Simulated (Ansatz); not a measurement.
InP, pressure series

The reference is InP in the zinc blende structure (space group F-43m, No. 216).

```cif
data_In4P4
_chemical_formula_sum 'P4 In4'
_space_group_name_H-M_alt 'F-43m'
_space_group_IT_number 216
_space_group_name_Hall 'F -4 2 3'
_cell_length_a 5.95953
_cell_length_b 5.95953
_cell_length_c 5.95953
_cell_angle_alpha 90.000
_cell_angle_beta 90.000
_cell_angle_gamma 90.000
loop_
_atom_site_label
_atom_site_type_symbol
_atom_site_symmetry_multiplicity
_atom_site_Wyckoff_symbol
_atom_site_fract_x
_atom_site_fract_y
_atom_site_fract_z
_atom_site_occupancy
P1 P 4 c 0.25000 0.25000 0.25000 1
In1 In 4 a 0.00000 0.00000 0.00000 1
```
(The calculation used a cell of 2 atoms; values per cell refer to that cell.)

Cell and atoms are relaxed at each pressure.

Levels (all Ansatz, a first-principles code, PAW): PBE (420 eV, no spin-orbit coupling); r2SCAN (500 eV, no SOC).

The base cell above is that of PBE; each level relaxes its own structures.

```
case              lattice parameter a, PBE  lattice parameter a, r2SCAN
----------------  ------------------------  ---------------------------
pressure −2 GPa                    6.033 Å                      5.969 Å
pressure −1 GPa                    5.995 Å                      5.937 Å
pressure 3 GPa                     5.870 Å                      5.829 Å
pressure 7 GPa                     5.775 Å                      5.743 Å
pressure 15 GPa                    5.631 Å                      5.609 Å
pressure 30 GPa                    5.444 Å                      5.432 Å
pressure 50 GPa                    5.274 Å                      5.268 Å
pressure 75 GPa                    5.122 Å                      5.119 Å
pressure 100 GPa                   5.007 Å                      5.006 Å
```

The two levels differ by at most about 0.064 Å. They put the cases in the same order.

Load acts through the strain it causes; cell and atoms are relaxed under it. Stability against distortions was not tested. Measured, InP leaves this structure (for rock salt) near 9.8 GPa (temperature not stated; as listed in Datta, Sujoy, Jana, Debnarayan, arXiv (2020)).
